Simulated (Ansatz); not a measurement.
```yaml
crystal:
  lattice:
    - [0.00000, 2.75758, 2.75758]
    - [2.75758, 0.00000, 2.75758]
    - [2.75758, 2.75758, 0.00000]
  atoms:
    - { symbol: Zn, position: [0.00000, 0.00000, 0.00000] }
    - { symbol: Se, position: [0.25000, 0.25000, 0.25000] }
```

Method: r2SCAN with spin-orbit coupling, rigid bands (plane waves, PAW; Ansatz, an electronic-structure program). Condition of this run: hydrostatic pressure of 4.8 GPa (compression positive) (the target of the relaxation). Cell: cell and atoms relaxed with PBEsol, then loaded as said.

What conductivity effective mass do dilute holes have at 300 K?

0.61 mₑ.

Predict the electron conductivity mass (n e² τ/σ) at 300 K, by direction if it differs.

0.145 mₑ.

And the band gap?

2.10 eV at this level; semilocal functionals usually fall short of the measured gap.

Rigid bands, one relaxation time for all states, no polarons. Geometry: cell and atoms relaxed with PBEsol.
